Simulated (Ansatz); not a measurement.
# Carrier properties of ZnS under load (space group P6_3mc)

Consider the following.

```
ZnS
1.0
    3.73569     0.00000     0.00000
   -1.86785     3.23521     0.00000
    0.00000     0.00000     6.25538
Zn S
2 2
Direct
  0.33333   0.66667   0.00236
  0.66667   0.33333   0.50236
  0.33333   0.66667   0.37264
  0.66667   0.33333   0.87264
```

Method: r2SCAN with spin-orbit coupling, rigid bands (plane waves, PAW; Ansatz, a quantum-chemistry and plane-wave program). Condition of this run: biaxial stress in the c plane of 2 GPa (compression positive) (the target of the relaxation). Cell: cell and atoms relaxed with PBEsol, then loaded as said.

The band gap is 2.85 eV, the electron conductivity mass (300 K, dilute) is 0.23 (x), 0.23 (y), 0.179 (z) mₑ and the hole conductivity mass (300 K, dilute) is 0.94 (x), 0.94 (y), 1.55 (z) mₑ. The effective density of states N_c (300 K) is 2.4e18 cm⁻³. The effective density of states N_v (300 K) is 3.1e19 cm⁻³ and the density-of-states mass, electrons is 0.21 mₑ. The density-of-states mass, holes is 1.14 mₑ, the Seebeck coefficient, n-type 1e19 cm⁻³, 300 K comes out as -120 μV/K and the Seebeck coefficient, p-type 1e19 cm⁻³, 300 K is 353 μV/K. The best p-type power factor at 300 K for τ = 10 fs (best axis; densities from 1e16 to 1e21 cm⁻³ tried, whether or not they can be reached) comes out as 9.3 μW/(cm·K²) at 3e20 cm⁻³.

Rigid bands; masses and Seebeck coefficients take one relaxation time τ for all states and one kind of carrier; polarons and phonon drag are left out. Geometry: cell and atoms relaxed with PBEsol.
